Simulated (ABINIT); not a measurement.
A working ABINIT input for SiC (P6_3mc, 12 atoms in the cell) (DFT, PBE, plane waves, norm-conserving pseudopotentials (PseudoDojo nc-sr-05 PBE standard)):

```
# SiC, PseudoDojo nc-sr-05 PBE standard
pp_dirpath "./"
pseudos "Si.upf, C.upf"
acell 5.9052489547 5.9052489547 28.9791768883
rprim
         1.0000000000   -0.0000000927    0.0000000000
        -0.4999999197    0.8660254502    0.0000000000
         0.0000000000    0.0000000000    1.0000000000
natom 12
ntypat 2
znucl 14 6
typat 1 1 1 1 1 1 2 2 2 2 2 2
xcart
         0.0000003162    3.4093970736   24.1393645562
         2.9526246355    1.7046982630    9.6497761120
         2.9526246355    1.7046982630   19.3146213960
         0.0000003162    3.4093970736    4.8250329519
         0.0000000000    0.0000000000   14.4817640664
         0.0000000000    0.0000000000   28.9713525105
         0.0000000000    0.0000000000   25.3385228958
         0.0000000000    0.0000000000   10.8489344517
         0.0000003162    3.4093970736   20.5172572369
         2.9526246355    1.7046982630    6.0276687928
         2.9526246355    1.7046982630   15.6928038685
         0.0000003162    3.4093970736    1.2032154244
ecut 1116 eV
ixc 11
occopt 1
nband 27
kptopt 1
ngkpt 5 5 1
nshiftk 1
shiftk 0 0 0
nstep 80
tolvrs 1.0e-12
diemac 12
prtwf 0
prtden 0
enunit 1
```

The run converged in 14 iterations: free energy E − TS -1676.61 eV; top of the valence band (on the code's own zero) 6.46 eV; gap on the k-point mesh 2.29 eV; pressure -5.79 GPa; largest force (vector length) 0.024 eV/Å. Each of these slips is then made, one at a time:

(1)
```diff
+toldfe 1.0e-08
```

(2)
```diff
-nband 27
+nband 23
```

(3)
```diff
-shiftk 0 0 0
+shiftk 0.5 0.5 0.5
```

**Question.** How does each altered input end?

**Answer.** 
(1) Two stopping criteria at once. The program stopped before any SCF iteration.
```
Only one of the tolXXX variables may be defined at once.
Action: check values of tolvrs, toldfe, tolrff and toldff.
```

(2) Too few bands. The program stopped before any SCF iteration.
```
Initialization of occ variables with occopt: 1
There are not enough bands to get charge balance right with nelect:  4.8000E+01
Action: modify input file
(check the pseudopotential charges, the variable cellcharge, the variable jellslab,
and the declared number of bands, nband)
```

(3) A symmetry setting or precision that does not fit the structure. The program stopped before any SCF iteration.
```
Chksymbreak = 1. It has been observed that the k point grid is not symmetric:
for the symmetry number: 3
with symrec= 0 1 0 -1 1 0 0 0 1
the symmetric of the k point number: 21 with components:     1.000000E-01   -1.000000E-01    5.000000E-01
does not belong to the k point grid.
Read the description of the input variable chksymbreak,
You might swit [...]
```

The starting cell comes from a database of computed structures (which also holds hypothetical and non-ambient phases and stackings), without a prior relaxation at this level. Its lattice was rescaled by a random factor within 2.5 % of one. In the base run, with a pressure of about -6 GPa the cell is away from its equilibrium volume at this level.

Left out of this page: 3 runs of the series outside the window shown, repeating another row's setting, or not comparable; 1 run of the series held back from this collection.
